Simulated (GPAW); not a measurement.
A self-consistent single point of MgCdS2 (P4/mmm, 4 atoms in the cell) with GPAW

Level of theory: PBEsol, GPAW PAW datasets PBEsol (made by gpaw-setup) (plane waves; GPAW).

The input file:

```python
from ase import Atoms
from ase.units import GPa
from gpaw import GPAW

atoms = Atoms(['Mg', 'Cd', 'S', 'S'],
              cell=[[3.807680, 0.000000, 0.000000],
                    [0.000000, 3.807680, 0.000000],
                    [0.000000, 0.000000, 5.385700]],
              scaled_positions=[[0.500000, 0.500000, 0.500000],
                                [0.000000, 0.000000, 0.000000],
                                [0.000000, 0.000000, 0.500000],
                                [0.500000, 0.500000, 0.000000]],
              pbc=True)

calc = GPAW(mode={'name': 'pw', 'ecut': 800},
            xc='PBEsol',
            kpts=(5, 5, 3),
            occupations={'name': 'fermi-dirac', 'width': 0.0},
            nbands=-6,
            convergence={'density': 1e-05, 'bands': -4},
            symmetry={'symmorphic': False, 'tolerance': 0.0005},
            maxiter=120,
            txt='-')

atoms.calc = calc

energy = atoms.get_potential_energy()
print('Energy (eV):', round(energy, 6))
forces = atoms.get_forces()
print('Forces (eV/Ang):')
print(forces.round(5))
stress = atoms.get_stress()
print('Stress (GPa, Voigt):', (stress / GPa).round(4))
```

Output (repeated stretches shortened):

```
Input parameters:
  convergence: {bands: -4,
                density: 1e-05}
  kpts: [5 5 3]
  maxiter: 120
  mode: {ecut: 800,
         name: pw}
  nbands: -6
  occupations: {name: fermi-dirac,
                width: 0.0}
  symmetry: {symmorphic: False,
             tolerance: 0.0005}
  xc: PBEsol

species:
  Mg:
    name: Magnesium
    Z: 12.0
    valence: 10
    core: 2
    charge: 0.0
    file: Mg.PBEsol.gz

    # Using partial waves for Mg as LCAO basis

  Cd:
    name: Cadmium
    Z: 48.0
    valence: 12
    core: 36
    charge: 0.0
    file: Cd.PBEsol.gz

    # Using partial waves for Cd as LCAO basis

  S:
    name: Sulfur
    Z: 16.0
    valence: 6
    core: 10
    charge: 0.0
    file: S.PBEsol.gz

    # Using partial waves for S as LCAO basis

Reference energy: -179220.394341  # eV

Spin-paired calculation

Convergence criteria:
 Maximum [total energy] change in last 3 cyles: 0.0005 eV / valence electron
 Maximum integral of absolute [dens]ity change: 1e-05 electrons / valence electron
 Maximum integral of absolute [eigenst]ate change: 4e-08 eV^2 / valence electron
 Maximum number of scf [iter]ations: 120

Symmetries present (total): 16
Symmetries with fractional translations: 0
75 k-points: 5 x 5 x 3 Monkhorst-Pack grid
12 k-points in the irreducible part of the Brillouin zone
       k-points in crystal coordinates                weights
   0:     0.00000000    0.00000000    0.00000000          1/75
   1:     0.00000000    0.00000000    0.33333333          2/75
   2:     0.20000000    0.00000000    0.00000000          4/75
   [... 7 lines left out ...]
          ...
  11:     0.40000000    0.40000000    0.33333333          8/75

Wave functions: Plane wave expansion
  Cutoff energy: 800.000 eV
  Number of coefficients (min, max): 4003, 4033
  Pulay-stress correction: 0.000000 eV/Ang^3 (de/decut=0.000000)

Occupation numbers: # Zero width

Eigensolver

Densities:
  Coarse grid: 25*25*36 grid
  Fine grid: 50*50*72 grid
  Total Charge: 0.000000

Density mixing:
  Method: separate
  Backend: pulay
  Linear mixing parameter: 0.05
  old densities: 5
  Damping of long wavelength oscillations: 50

Hamiltonian:
  XC and Coulomb potentials evaluated on a 50*50*72 grid
  External potential:
    NoExternalPotential

XC parameters: PBEsol with 2 nearest neighbor stencil

Number of atoms: 4
Number of atomic orbitals: 25
Number of bands in calculation: 23
Number of valence electrons: 34
Bands to converge: 19

Density initialized from atomic densities
  23 bands from LCAO basis set

Atomic positions and initial magnetic moments

Positions:
   0 Mg     1.903840    1.903840    2.692850    ( 0.0000,  0.0000,  0.0000)
   1 Cd     0.000000    0.000000    0.000000    ( 0.0000,  0.0000,  0.0000)
   2 S      0.000000    0.000000    2.692850    ( 0.0000,  0.0000,  0.0000)
   3 S      1.903840    1.903840    0.000000    ( 0.0000,  0.0000,  0.0000)

Unit cell:
           periodic     x           y           z      points  spacing
  1. axis:    yes    3.807680    0.000000    0.000000    25     0.1523
  2. axis:    yes    0.000000    3.807680    0.000000    25     0.1523
  3. axis:    yes    0.000000    0.000000    5.385700    36     0.1496

  Lengths:   3.807680   3.807680   5.385700
  Angles:   90.000000  90.000000  90.000000

Effective grid spacing dv^(1/3) = 0.1514

     iter     time        total  log10-change:
                         energy   eigst   dens
iter:   1 --:--:--   -16.775020   +0.34
iter:   2 --:--:--   -16.613861   -0.58  -1.14
iter:   3 --:--:--   -15.909830   -0.91  -1.18
iter:   4 --:--:--   -15.910575   -1.76  -1.56
iter:   5 --:--:--   -15.954851   -1.97  -1.61
iter:   6 --:--:--   -15.898055   -2.37  -2.06
iter:   7 --:--:--   -15.895501   -3.55  -2.66
iter:   8 --:--:--   -15.895309c  -3.65  -2.87
iter:   9 --:--:--   -15.895340c  -4.73  -3.28
iter:  10 --:--:--   -15.894968c  -4.28  -3.25
iter:  11 --:--:--   -15.894938c  -5.81  -3.79
iter:  12 --:--:--   -15.894936c  -6.34  -3.94
iter:  13 --:--:--   -15.894940c  -6.22  -3.99
iter:  14 --:--:--   -15.894936c  -6.09  -4.09
iter:  15 --:--:--   -15.894935c  -6.97  -4.06
iter:  16 --:--:--   -15.894938c  -6.55  -4.30
iter:  17 --:--:--   -15.894936c  -7.91c -4.42
iter:  18 --:--:--   -15.894934c  -6.62  -4.46
iter:  19 --:--:--   -15.894934c  -8.34c -4.93
iter:  20 --:--:--   -15.894934c  -8.54c -4.98
iter:  21 --:--:--   -15.894934c  -8.85c -5.04c

Converged after 21 iterations.

Dipole moment: (0.000000, -0.000000, -0.000000) |e|*Ang

Energy contributions relative to reference atoms: (reference = -179220.394341)

Kinetic:        +19.381130
Potential:      -17.067196
External:        +0.000000
XC:             -18.431076
Entropy (-ST):   +0.000000
Local:           +0.222207
SIC:             +0.000000
--------------------------
Free energy:    -15.894934
Extrapolated:   -15.894934

Showing only first 2 kpts
 Kpt  Band  Eigenvalues  Occupancy
  0    15      4.47420    2.00000
  0    16      4.47420    2.00000
  0    17      5.73708    0.00000
  0    18      7.31194    0.00000

  1    15      4.10891    2.00000
  1    16      4.10891    2.00000
  1    17      7.33603    0.00000
  1    18      8.94054    0.00000

Fermi level: 5.38730

Gap: 0.700 eV
Transition (v -> c):
  (s=0, k=6, n=16, [0.40, 0.00, 0.00]) -> (s=0, k=0, n=17, [0.00, 0.00, 0.00])
Direct/indirect transitions are different
Direct gap: 1.263 eV
Transition at: (s=0, k=0, n=16, [0.00, 0.00, 0.00])
Energy (eV): -15.894934

Forces in eV/Ang:
  0 Mg    0.00000    0.00000    0.00000
  1 Cd    0.00000    0.00000    0.00000
  2 S     0.00000    0.00000    0.00000
  3 S     0.00000    0.00000    0.00000

Stress tensor:
     0.020222     0.000000     0.000000
     0.000000     0.020222     0.000000
     0.000000     0.000000     0.020430
Stress (GPa, Voigt): [3.2399 3.2399 3.2733 0.     0.     0.    ]
```

The run converged in 21 iterations. GPAW prints stress with tension positive.

The starting cell comes from a database of computed structures (which also holds hypothetical and non-ambient phases and stackings), without a prior relaxation at this level. With a pressure of about -3 GPa the cell is away from its equilibrium volume at this level. Another mesh or the band path of this cell gives a smaller gap, so this value is not converged in the mesh.
